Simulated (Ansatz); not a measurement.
We consider Tl₄HgI₆ (P4/mnc, No. 128), described by HSE06 in Ansatz (plane waves, PAW).

Numerical settings: plane-wave cutoff 460 eV, 4×4×4 k mesh, Fermi–Dirac smearing 0.01 eV, scalar-relativistic PAW data made under PBE.

Cell (measured lattice):

HgTl$_{4}$I$_{6}$ is taken in the tetragonal space group P4/mnc (No. 128), Pearson symbol tP22. Cell: a = b = 9.4460 Å, c = 9.2600 Å, α = β = γ = 90.00°. Tl on 8g is surrounded by 8 I at 3.500–3.776 Å. I1 on 4e is coordinated by 1 Hg at 2.637 Å and 4 Tl at 3.629 Å (square pyramidal). Hg on 2a has 2 I at 2.637 Å and 4 I at 3.412 Å (octahedral). I2 on 8h is surrounded by 1 Hg at 3.412 Å and 6 Tl at 3.500–3.776 Å. (Neighbours: up to the widest gap in distance over summed covalent radii, below 1.35, at either atom; cation-cation and far metal-metal contacts left out.)

Question: Estimate the band gap that the calculation returns.

Answer: 
* **band gap**: 2.05 eV (on the SCF k mesh)

Note: cell and atoms aren't relaxed at this level (largest force component 0.24 eV/Å, pressure 0.9 GPa).

Spin–orbit coupling is not included; with these elements it can move the gap by several tenths of an eV or more.

Static lattice: no zero-point or thermal effects.

Ansatz is a program for electronic structure.
